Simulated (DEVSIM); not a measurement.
Device: Si n-p junction from an implanted or diffused profile, at 250 K.

| layer (left to right) | material | thickness (μm) | Na (cm⁻³) | τn (s) | τp (s) |
|---|---|---|---|---|---|
| 1 | Si | 5.60 | 1e14 | 1.2e-7 | 1.2e-7 |

Added donor profile: 3.2e17 cm⁻³ × exp(−(x − 0 μm)²/(2·(0.23 μm)²)). Left contact: ohmic. Right contact: ohmic. Voltage is applied to the left contact. Recombination: SRH at mid-gap, Auger. Mobility is μmin + (μ − μmin)/(1 + (N/Nref)^α).

Constants are typed, rounded textbook-type inputs, not results; the design itself was drawn at random and stands for no fabricated device. Values at 300 K; Nc and Nv go as T^1.5, mobilities as T to minus their exponent, the gap by Varshni's rule with the affinity fixed.

```tsv
parameter	Si
gap (eV)	1.124
affinity (eV)	4.05
permittivity	11.7
Nc (cm⁻³)	2.86e19
Nv (cm⁻³)	3.1e19
μn (cm²/Vs)	1417
μp (cm²/Vs)	470
μn,min	52
μp,min	45
Nref,n	9.7e16
Nref,p	2.2e17
αn	0.68
αp	0.72
T exponent of μn	2.3
T exponent of μp	2.2
Cn (cm⁶/s)	2.8e-31
Cp (cm⁶/s)	9.9e-32
Varshni α (eV/K)	0.000473
Varshni β (K)	636
```

Model (solved in DEVSIM): 1D drift-diffusion, Boltzmann statistics, complete ionisation; no tunnelling, impact ionisation, image-force lowering or self-heating.

**Question.** Tabulate band edges, carrier densities and field at -0.9 V on the left contact.

**Answer.** Energies count from the Fermi level of the right contact; mesh points crowd at the junctions.

| x (μm) | Ec (eV) | Ev (eV) | n (cm⁻³) | p (cm⁻³) | field (V/cm) |
|---|---|---|---|---|---|
| 0.000 | 0.991 | -0.145 | 3.2e17 | < 1e2 | 11 |
| 0.01646 | 0.991 | -0.145 | 3.2e17 | 4.1e13 | 53 |
| 0.04149 | 0.991 | -0.145 | 3.1e17 | 1.0e14 | 150 |
| 0.07461 | 0.992 | -0.144 | 3.0e17 | 1.9e14 | 290 |
| 0.1418 | 0.995 | -0.141 | 2.6e17 | 3.9e14 | 560 |
| 0.2215 | 1.000 | -0.136 | 2.0e17 | 7.1e14 | 880 |
| 0.3270 | 1.012 | -0.124 | 1.2e17 | 1.5e15 | 1300 |
| 0.5014 | 1.037 | -0.099 | 3.5e16 | 5.4e15 | 1400 |
| 0.6302 | 1.051 | -0.086 | 1.8e16 | 1.0e16 | 620 |
| 0.7636 | 1.055 | -0.081 | 1.4e16 | 1.3e16 | 95 |
| 0.8924 | 1.055 | -0.081 | 1.3e16 | 1.3e16 | -40 |
| 1.064 | 1.054 | -0.082 | 1.2e16 | 1.2e16 | -68 |
| 1.325 | 1.052 | -0.084 | 1.2e16 | 1.2e16 | -74 |
| 1.907 | 1.047 | -0.089 | 1.0e16 | 1.0e16 | -87 |
| 3.581 | 1.028 | -0.109 | 5.2e15 | 5.3e15 | -170 |
| 4.465 | 1.008 | -0.128 | 2.7e15 | 2.8e15 | -320 |
| 4.992 | 0.983 | -0.153 | 1.3e15 | 1.3e15 | -730 |
| 5.266 | 0.953 | -0.183 | 7.0e14 | 4.9e14 | -1600 |
| 5.458 | 0.912 | -0.224 | 4.4e14 | 1.7e14 | -2700 |
| 5.534 | 0.891 | -0.246 | 2.9e14 | 1.2e14 | -3100 |
| 5.573 | 0.878 | -0.258 | 1.5e14 | 1.1e14 | -3200 |
| 5.600 | 0.870 | -0.267 | < 1e2 | 1.0e14 | -3200 |
